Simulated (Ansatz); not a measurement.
Given:

```yaml
crystal:
  lattice:
    - [5.34294, 0.00000, 0.00000]
    - [0.00000, 5.34294, 0.00000]
    - [2.67147, -2.67147, 3.60053]
  atoms:
    - { symbol: K, position: [0.75000, 0.75000, 0.50000] }
    - { symbol: K, position: [0.25000, 0.25000, 0.50000] }
    - { symbol: S, position: [0.00000, 0.00000, 0.00000] }
```

No spin polarisation.

All numbers come from plane-wave PAW DFT at the PBEsol level (Ansatz, a first-principles code, 420 eV), no spin-orbit coupling. Settings: 8×8×8 k-points, 0.05 eV Fermi–Dirac smearing.

### Question
Predict the mean in-plane stress (compression positive).

### Answer
-1.1 GPa.

### Question
Estimate the electron mass.

### Answer
0.35 mₑ (at Γ).

### Question
What band gap does the calculation give?

### Answer
2.22 eV.

The cells carry an imposed strain or load. Effective masses come from finite differences of ±0.01 Å⁻¹. Whether these cells are dynamically stable was not tested. The cell was made from K2S in the anti-fluorite structure (space group Fm-3m, No. 225) by this change: biaxial strain +3.00 %, plane normal [001], relaxed out of plane.
